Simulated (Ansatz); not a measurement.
Effect of uniaxial stress, 1 GPa compression along z on KF

The reference is KF in the rock salt structure (space group Fm-3m, No. 225; a = 5.318 Å). Axes: x, y, z lie along the cube axes.

Now apply this change: uniaxial stress, 1 GPa compression along z, with the cell and atoms free to relax against it.

The values are results of DFT with r2SCAN, PAW potentials and a 500 eV plane-wave cutoff in Ansatz (a program for electronic structure), without spin-orbit coupling, not measurements. Γ-centred 11×11×11 mesh, Fermi–Dirac width 0.05 eV.

```json
[
 {"quantity": "space group", "base": "Fm-3m (No. 225)", "changed": "I4/mmm (No. 139)", "shift": "–"},
 {"quantity": "shortest interatomic distance", "base": "2.659 Å", "changed": "2.625 Å", "shift": "-0.034 Å"},
 {"quantity": "energy relative to the base (free energy F)", "base": "0 meV/atom", "changed": "+0.7 meV/atom", "shift": "+0.7 meV/atom"},
 {"quantity": "band gap", "base": "6.91 eV", "changed": "6.94 eV", "shift": "+0.03 eV"},
 {"quantity": "gap character", "base": "direct at Γ", "changed": "direct at Γ", "shift": "–"},
 {"quantity": "electron mass", "base": "0.54 mₑ (at Γ)", "changed": "0.54 mₑ (at Γ)", "shift": "–"},
 {"quantity": "valence-band top at Γ (three highest levels, from the VBM)", "base": "0.00, 0.00, 0.00 eV", "changed": "0.00, -0.03, -0.03 eV", "shift": "–"},
 {"quantity": "strain response (xx, yy, zz)", "base": "–", "changed": "(+0.20, +0.20, −1.27) %", "shift": "–"}
]
```

Final structure:

```
KF
1.0
    0.00000     2.66454     2.62539
    2.66454     0.00000     2.62539
    2.66454     2.66454     0.00000
F K
1 1
Cartesian
  0.00000   0.00000   0.00000
  2.66454   2.66454   2.62539
```

Cost of the whole job for the changed cell (relaxation, final SCF and bands): around 21 core-seconds (rough).

Masses are band curvatures over ±0.01 Å⁻¹ around the edge. Beyond what the load breaks, stability against distortions was not tested. k-point labels follow each cell's own Brillouin zone.
